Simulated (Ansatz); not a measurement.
SnTe: uniaxial strain ε_zz = −2.50 %

Start from SnTe in the rock salt structure (space group Fm-3m, No. 225; a = 6.370 Å). Axes: x, y, z lie along the cube axes.

It is then changed as follows: the cell is compressed by 2.50 % along z with no lateral relaxation; the atoms relax in the strained cell.

The values are results of r2SCAN/PAW in Ansatz (a quantum-chemistry and plane-wave program), no SOC, not measurements. Settings: 13×13×13 k-points, 0.05 eV Fermi–Dirac smearing.

The volume per atom drops by 0.808 Å³ (32.30 Å³ → 31.50 Å³) and the space group changes from Fm-3m (No. 225) to I4/mmm (No. 139). The shortest interatomic distance decreases by 0.080 Å (3.185 Å → 3.105 Å) and the energy grows by 8.8 meV/atom. The pressure (mean of the normal stresses, compression positive) goes from zero to 1.3 GPa and the band gap goes from 0.13 eV to zero. The stress (xx, yy, zz, yz, xz, xy; compression positive) amounts to (0.1, 0.1, 3.7, 0.0, 0.0, 0.0) GPa (rough).

Final structure:

```
SnTe
1.0
    0.00000     3.18483     3.10521
    3.18483     0.00000     3.10521
    3.18483     3.18483     0.00000
Sn Te
1 1
Direct
  0.00000   0.00000   0.00000
  0.50000   0.50000   0.50000
```

Without a gap, meshes like the base's 13×13×13 leave anisotropic stresses uncertain by several tenths of a GPa, and small strain energies with them. Spin-orbit coupling, missing from the scalar runs, can matter with Te. Whether these cells are dynamically stable was not tested. All final runs are without spin polarisation. A zero or small gap of SnTe can be the functional's error rather than a property of the material.
